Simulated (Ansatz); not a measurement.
The starting structures come from a database of crystals and need not be the phases stable at ambient conditions.

The decay constant κ of evanescent states in the gap governs leakage through a thin film.

```yaml
crystal:
  lattice:
    - [7.69215, -0.03931, -0.01253]
    - [3.52150, 6.83885, -0.01253]
    - [0.07041, 0.04270, 6.82119]
  atoms:
    - { symbol: Ti, position: [0.34019, 0.65981, 0.75000] }
    - { symbol: Ti, position: [0.65981, 0.34019, 0.25000] }
    - { symbol: I, position: [0.49663, 0.26809, 0.92252] }
    - { symbol: I, position: [0.50337, 0.73191, 0.07748] }
    - { symbol: I, position: [0.73191, 0.50337, 0.57748] }
    - { symbol: I, position: [0.26809, 0.49663, 0.42252] }
    - { symbol: I, position: [0.25745, 0.99722, 0.59768] }
    - { symbol: I, position: [0.74255, 0.00278, 0.40232] }
    - { symbol: I, position: [0.00278, 0.74255, 0.90232] }
    - { symbol: I, position: [0.99722, 0.25745, 0.09768] }
```

Space group of this cell: C2/c. The cell was relaxed by PBE-D3(BJ); by r2SCAN its mean pressure is 1.2 GPa.

Transport runs along the normal of the first two printed cell vectors.

The gap is the functional's own, uncorrected, and κ follows it; spin-orbit coupling is left out. Mid-gap values are interpolated between the computed energies.

Task: Predict the band gap and the smallest decay constant κ at mid-gap from r2SCAN (Ansatz, a first-principles code).

Result: Gap 1.04 eV on a 6×6×6 mesh; κ = 0.193 1/Å, at the zone centre.
